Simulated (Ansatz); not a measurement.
L1₂ (Cu3Au-type) Al3Sc

These are PBEsol in Ansatz (PAW) values and carry that method's errors.

Settings: plane-wave cutoff 500 eV, 14×14×14 k mesh, Fermi–Dirac smearing 0.1 eV, scalar-relativistic PAW data made under PBE.

Cell (relaxed at this level):

```
CELL_PARAMETERS angstrom
      4.07241     0.00000     0.00000
      0.00000     4.07241     0.00000
      0.00000     0.00000     4.07241
ATOMIC_POSITIONS crystal
  Sc 0.00000 0.00000 0.00000
  Al 0.50000 0.00000 0.50000
  Al 0.00000 0.50000 0.50000
  Al 0.50000 0.50000 0.00000
```

| Item | Result |
|---|---|
| equilibrium volume per atom | 16.88 Å³/atom |
| lattice parameter a | 4.072 Å |

Measured, for comparison: equilibrium volume per atom 17.27 Å³/atom, lattice constant a 4.103 Å (room temperature, no zero-point or thermal correction; as tabulated in A Combined Experimental and First-Principles Based Assessment of …). Computed (rounded) less measured: equilibrium volume per atom -2.3 %, lattice constant a -0.8 %. A static lattice is as a rule a little smaller and stiffer than an uncorrected measurement, which narrows the difference in the lattice constant a and would widen misses of the other sign.

Computed values are for the static lattice.

Cost on a shared machine: around 40 core-seconds (rough).

Ansatz is an electronic-structure program.
